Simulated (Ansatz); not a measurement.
The starting structures come from a database of crystals and need not be the phases stable at ambient conditions.

Inside the gap of an insulator the Bloch states are evanescent, with a wavenumber k + iκ along the transport direction.

Here is the system:

```
CELL_PARAMETERS angstrom
      8.79508     0.00000     0.00000
     -4.39754     7.61676     0.00000
      4.39754     2.53892     3.59058
ATOMIC_POSITIONS crystal
  Bi 0.24274 0.37137 0.62863
  Bi 0.25726 0.62863 0.11411
  Bi 0.50000 0.12863 0.62863
  Bi 0.00000 0.87137 0.62863
  Ir 0.54530 0.02265 0.97735
  Ir 0.95470 0.97735 0.06795
  Ir 0.50000 0.47735 0.97735
  Ir 0.00000 0.52265 0.97735
  S  0.73656 0.61828 0.38172
  S  0.76344 0.38172 0.85484
  S  0.50000 0.88172 0.38172
  S  0.00000 0.11828 0.38172
```

Space group of this cell: P2_13. The cell is taken as given; by PBEsol its mean pressure is -5.3 GPa.

Transport runs along the normal of the first two printed cell vectors, the (111) plane of the conventional cell.

The gap is the functional's own, uncorrected, and κ follows it; spin-orbit coupling is left out. Mid-gap values are interpolated between the computed energies.

**Question.** Compute, with Ansatz (a first-principles code) with PBEsol, the band gap and the smallest decay constant κ at mid-gap.

**Answer.** Gap 0.67 eV on a 8×8×8 mesh; κ = 0.113 1/Å, at the zone centre.
